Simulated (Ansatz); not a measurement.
**Response to strain in Be**

Take Be in the hcp (Mg type) structure (space group P6_3/mmc, No. 194; a = 2.2552 Å, c = 3.5580 Å; relaxed with 0.1 eV smearing) as the base. Axes: x lies along a and z along c of the hexagonal cell.

Strains are applied to the cell and any free atomic positions relax.

Method: DFT with PBEsol, PAW potentials and a 420 eV plane-wave cutoff in Ansatz (an electronic-structure program), spin-orbit coupling left out.

Notes on the quantities. energy relative to the base: free energy F; pressure: mean of the normal stresses, compression positive.

```csv
variant,energy relative to the base,pressure,shortest interatomic distance
base,0 meV/atom,0.0 GPa,4.166 bohr
tensor shear ε_xz = +0.86 %,+1.2 meV/atom,0.0 GPa,4.136 bohr
tensor shear ε_xz = +1.43 %,+3.4 meV/atom,0.1 GPa,4.118 bohr
tensor shear ε_xz = +2.00 %,+6.6 meV/atom,0.1 GPa,4.100 bohr
tensor shear ε_xz = +1.71 %,+4.8 meV/atom,0.1 GPa,4.109 bohr
tensor shear ε_xz = +1.14 %,+2.1 meV/atom,0.0 GPa,4.127 bohr
tensor shear ε_xz = +0.29 %,+0.1 meV/atom,0.0 GPa,4.156 bohr
tensor shear ε_xz = +0.57 %,+0.5 meV/atom,0.0 GPa,4.146 bohr
```

Whether these cells are dynamically stable was not tested.
